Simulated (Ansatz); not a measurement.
**Amorphous Ti$_{20}$O$_{42}$Si**

Preparation: random packing, a CHGNet melt and quench, and a DFT relaxation. O atoms were pushed apart under 1.9 Å during the dynamics, to hinder bonds among them. The hot cell started wider than the set density and was brought back towards it in steps. It is the lowest in DFT energy of 2 quenches. It is a model cell: composition and starting density were chosen by hand, and all elements were melted together. No dispersion term was used.

Methods: PBE, scalar-relativistic without spin-orbit coupling (Ansatz, a first-principles code); r2SCAN, scalar-relativistic without spin-orbit coupling (Ansatz); HSE06, scalar-relativistic without spin-orbit coupling (Ansatz). Geometry, pressure, stress and energy are those of the PBE run. Its sampling: a 2×2×2 Γ-centred mesh; Fermi-Dirac width 0.02 eV; no spin polarisation. Other functionals are single points at the zone centre (r2SCAN at 500 eV; exact exchange cut at the cell's faces), free to take moments where seeds were set. At PBE the levels at the filled edge of the gap are localised (band-tail or defect states).

| Quantity | Value |
|---|---|
| Number of atoms in the cell | 63 |
| Density (held, not predicted) | 3.53 g/cm^3 |
| Volume per atom | 12.38 Å³ |
| Pressure on a 2×2×2 Γ-centred mesh | 12.5 kbar |
| Largest force and stress component on that mesh (the relaxation ran on the zone centre alone) | 0.13 eV/Å and 1.3 GPa |
| Energy relative to anatase TiO2 + alpha cristobalite (lowest mix at this level among the phases computed, not always the ambient ones) | 0.136 eV/atom |
| Level gap on a 2×2×2 Γ-centred mesh (PBE) | 2.57 eV |
| Level gap at the zone centre (PBE) | 2.61 eV |
| Level gap at the zone centre (r2SCAN) | 2.97 eV |
| Level gap at the zone centre (HSE06) | 4.20 eV |

Neighbours within Ti-Ti 3.12 Å, Ti-O 2.40 Å, Ti-Si 2.78 Å, O-O 1.58 Å, O-Si 2.12 Å, Si-Si 2.60 Å count as bonded. Two cations that share two anions don't count as bonded, nor two that share one unless they lie closer than Ti-Ti 3.04 Å, Ti-Si 2.71 Å, Si-Si 2.38 Å.

The mean coordination of Ti by anions comes out as 5.35 (2 with 4, 10 with 5, 7 with 6, 1 with 7) and the mean coordination of O is 2.64 (15 with 2, 27 with 3). The mean coordination of Si by anions is 4.00 (1 with 4) and the mean Ti-O bond comes out as 1.954 Å (spread 0.124 Å, 107 counted). The mean O-Si bond is 1.631 Å (spread 0.013 Å, 4 counted).

Its density started from a set value of 3.53 g/cm³. Cooling (nominally 300 K/ps over its main leg) ran many orders faster than in experiment, which tends to leave more defects and strain. A cell of this size samples the disorder only roughly. The volume was held where the preparation left it and the shape relaxed, at a PBE pressure of 1.3 GPa. Stress components on the final sampling reach 1.3 GPa. On a 2×2×2 Γ-centred mesh force components of up to 0.13 eV/Å stay, since the relaxation ran on the zone centre alone.
